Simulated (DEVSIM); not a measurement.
System: Ru/La2O3/p-Si capacitor, at 250 K.

| layer (left to right) | material | thickness (nm) | Na (cm⁻³) |
|---|---|---|---|
| 1 | La2O3 | 13.0 | - |
| 2 | Si | 1700 | 1.1e17 |

Metal gate on the left, work function 4.7 eV. Fixed charge at the semiconductor interface 9.3e11 cm⁻² (in units of +e); interface traps 7.2e11 cm⁻² eV⁻¹, uniform in energy, neutral level at 0.5 of the gap above the valence band.

This is a model device: material constants are rounded textbook-type values typed into the input, and sizes, dopings and lifetimes were drawn at random. Values at 300 K; Nc and Nv go as T^1.5, mobilities as T to minus their exponent, the gap by Varshni's rule with the affinity fixed.

| parameter | La2O3 | Si |
|---|---|---|
| gap (eV) | 5.8 | 1.124 |
| affinity (eV) | 1.8 | 4.05 |
| permittivity | 27 | 11.7 |
| Nc (cm⁻³) | - | 2.86e19 |
| Nv (cm⁻³) | - | 3.1e19 |
| Varshni α (eV/K) | - | 0.000473 |
| Varshni β (K) | - | 636 |

Simulated with DEVSIM: 1D Poisson equation in equilibrium, Boltzmann statistics, complete ionisation; no quantum confinement or tunnelling. Metal contacts follow the ideal Schottky-Mott rule: no Fermi-level pinning, no interface dipoles.

The interface trap density was swept, all else fixed.

| interface trap density (cm^-2 eV^-1) | minimum of the low-frequency capacitance (μF/cm²) | flat-band voltage (V) | threshold voltage (band bending 2φF) (V) |
|---|---|---|---|
| 0 | 0.105 | -0.45 | 0.55 |
| 1e10 | 0.106 | -0.45 | 0.55 |
| 1e11 | 0.119 | -0.46 | 0.56 |
| 3e11 | 0.147 | -0.46 | 0.57 |
| 7.2e11 | 0.201 | -0.48 | 0.58 |
| 1e12 | 0.235 | -0.49 | 0.59 |
| 2e12 | 0.348 | -0.53 | 0.63 |

From the first row to the last the minimum of the low-frequency capacitance goes from 0.105 to 0.348. From the first row to the last the flat-band voltage goes from -0.45 to -0.53.
